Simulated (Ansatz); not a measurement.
**Thermal expansion of CdSe in the zinc blende structure**

Method: quasi-harmonic lattice dynamics, DFT at the r2SCAN level (Ansatz, an electronic-structure program); phonon mesh 4×4×4, k mesh 8×8×8. The cell was generated from a structure type, relaxed within its symmetry, and need not be the phase found at ambient conditions. Dynamical quadrupoles are not included in the interpolation of the phonons between the solved wave vectors.

```json
[
 {"T (K)": "100", "α_L (10⁻⁶/K)": "1.7", "C_P (J/mol/K)": "37.8", "bulk modulus B_T (GPa)": "50.2", "γ": "0.23"},
 {"T (K)": "200", "α_L (10⁻⁶/K)": "4.3", "C_P (J/mol/K)": "46.3", "bulk modulus B_T (GPa)": "49.0", "γ": "0.47"},
 {"T (K)": "300", "α_L (10⁻⁶/K)": "5.1", "C_P (J/mol/K)": "48.3", "bulk modulus B_T (GPa)": "47.8", "γ": "0.53"},
 {"T (K)": "400", "α_L (10⁻⁶/K)": "5.5", "C_P (J/mol/K)": "49.1", "bulk modulus B_T (GPa)": "46.5", "γ": "0.55"},
 {"T (K)": "500", "α_L (10⁻⁶/K)": "5.9", "C_P (J/mol/K)": "49.5", "bulk modulus B_T (GPa)": "45.3", "γ": "0.57"},
 {"T (K)": "600", "α_L (10⁻⁶/K)": "6.2", "C_P (J/mol/K)": "49.8", "bulk modulus B_T (GPa)": "44.1", "γ": "0.59"},
 {"T (K)": "700", "α_L (10⁻⁶/K)": "6.6", "C_P (J/mol/K)": "50.0", "bulk modulus B_T (GPa)": "42.9", "γ": "0.60"},
 {"T (K)": "800", "α_L (10⁻⁶/K)": "6.9", "C_P (J/mol/K)": "50.2", "bulk modulus B_T (GPa)": "41.8", "γ": "0.62"}
]
```

| Property | Value |
|---|---|
| conventional lattice constants at 300 K | a = 6.144 Å |
| entropy at 300 K | 86.7 J/(mol K) |
| adiabatic bulk modulus at 300 K | 47.9 GPa |
| bulk modulus without vibrations | 51.6 GPa |
| zero-point volume expansion | 0.31 % |

Values include zero-point motion; explicit anharmonicity at fixed volume is left out.

No phase change or melting is allowed for: the numbers belong to this structure as given.

The PAW data sets were generated under PBE and serve the other functionals too.
